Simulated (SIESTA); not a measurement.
A user runs SIESTA on Zr₅Sn (P-62m, 6 atoms in the cell) and asks whether the run is sound. The aim is a self-consistent single point with DFT, LDA PW92, numerical atomic orbitals DZP, PseudoDojo LDA standard norm-conserving potentials (rewritten from UPF to PSML).

Cell that was meant: a = 5.5665 Å, b = 5.5665 Å, c = 5.1471 Å, α = 90.00°, β = 90.00°, γ = 120.00°.

Part of the input:

```
PAO.EnergyShift              0.005 Ry
MeshCutoff                   350 Ry
%block kgrid.MonkhorstPack
    1   0   0  0.0
    0   1   0  0.0
    0   0   1  0.0
%endblock kgrid.MonkhorstPack
OccupationFunction           FD
ElectronicTemperature        50.0 meV
```

The program printed (abridged):

```
reinit: Reading from file input.fdf

reinit: System Name: Zr5Sn
reinit: System Label: Zr5Sn

   [... lines left out ...]
Gamma-point calculation with interaction between periodic images
Gamma-point calculation with interaction between periodic images
Some features might not work optimally:
Some features might not work optimally:
e.g. DM initialization from atomic data
e.g. DM initialization from atomic data
new_DM -- step:     1
Initializing Density Matrix...

Attempting to read DM from file... Failed...
DM filled with atomic data:

InitMesh: MESH = 60 x 60 x 60 = 216000
InitMesh: Mesh cutoff (required, used) =   350.000   375.567 Ry

stepf: Fermi-Dirac step function
        iscf     Eharris(eV)        E_KS(eV)     FreeEng(eV)     dDmax    Ef(eV) dHmax(eV)
   scf:    1    -8957.426462    -9029.639506    -9029.758278  1.288265 -5.135567  7.247579
   scf:    2    -9031.515946    -9030.807869    -9030.937650  0.167087 -5.085736  5.443117
   scf:    3    -9031.718341    -9031.296372    -9031.421318  0.100595 -5.072817  3.755469
   scf:    4    -9032.216428    -9031.856794    -9031.947504  0.239231 -5.095473  0.401251
   scf:    5    -9031.893987    -9031.878603    -9031.968070  0.028147 -5.125897  0.116116
   [... 3 lines left out ...]
   scf:    9    -9031.873778    -9031.873887    -9031.970733  0.000589 -5.131359  0.004721
   scf:   10    -9031.873757    -9031.873822    -9031.970737  0.000473 -5.131241  0.002148
   scf:   11    -9031.873785    -9031.873804    -9031.970738  0.000285 -5.131226  0.000445
   scf:   12    -9031.873799    -9031.873801    -9031.970738  0.000064 -5.131227  0.000295
SCF Convergence by DM+H criterion
max |DM_out - DM_in|         :     0.0000635807
max |H_out - H_in|      (eV) :     0.0002945879
SCF cycle converged after 12 iterations

Using DM_out to compute the final energy and forces

siesta: E_KS(eV) =            -9031.8738

siesta: E_KS - E_eggbox =     -9031.8738

siesta: Atomic forces (eV/Ang):
     1   -0.000034    0.000027   -0.000000
     2    0.000042   -0.000017   -0.000000
     3   -0.264478    0.458107    0.000000
     4    0.528969    0.000009    0.000000
     5   -0.264500   -0.458127    0.000000
     6    0.000001    0.000003   -0.000000
   Tot    0.000000    0.000001    0.000000
   Max    0.528969
   Res    0.215955    sqrt( Sum f_i^2 / 3N )
   Max    0.528969    constrained

   [... lines left out ...]
siesta: FreeEng =     -9031.970738
   [... lines left out ...]
siesta:    -0.000000   -0.028335   -0.000000
siesta:     0.000000    0.000000    0.174003

siesta: Cell volume =        138.118995 Ang**3

siesta: Pressure (static):
siesta:                Solid            Molecule  Units
siesta:          -0.00042597         -0.00042358  Ry/Bohr**3
siesta:          -0.03911112         -0.03889158  eV/Ang**3
siesta:         -62.66292798        -62.31117414  kBar
```

### Question
Is this run sound? If not, what is wrong?

### Answer
The run is not sound. The fault is a single k-point for a small metallic cell. One k-point cannot sample the Fermi surface of a small cell. To fix it, use a converged k-point mesh. The run converged in 12 iterations without an error; against the sound input the free energy goes up by 159 meV/atom, the pressure goes from -6.44 to -6.27 GPa and the largest force goes from 0.003 to 0.529 eV/Å.

The sound input it was made from differs as follows (other fixes are possible):
```diff
-    1   0   0  0.0
-    0   1   0  0.0
-    0   0   1  0.0
+    7   0   0  0.0
+    0   7   0  0.0
+    0   0   7  0.0
```

With that input, the run converged in 11 iterations: free energy E − TS -9032.9254 eV; Fermi level (on the code's own zero) -5.81 eV; pressure -6.44 GPa; largest force (vector length) 0.003 eV/Å (DFT, LDA PW92, numerical atomic orbitals DZP, PseudoDojo LDA standard norm-conserving potentials (rewritten from UPF to PSML)).

On the sound input: the starting cell comes from a database of computed structures (which also holds hypothetical and non-ambient phases and stackings), without a prior relaxation at this level. Values carry the incompleteness of an atom-centred basis. With a pressure of about -6 GPa the cell is away from its equilibrium volume at this level.
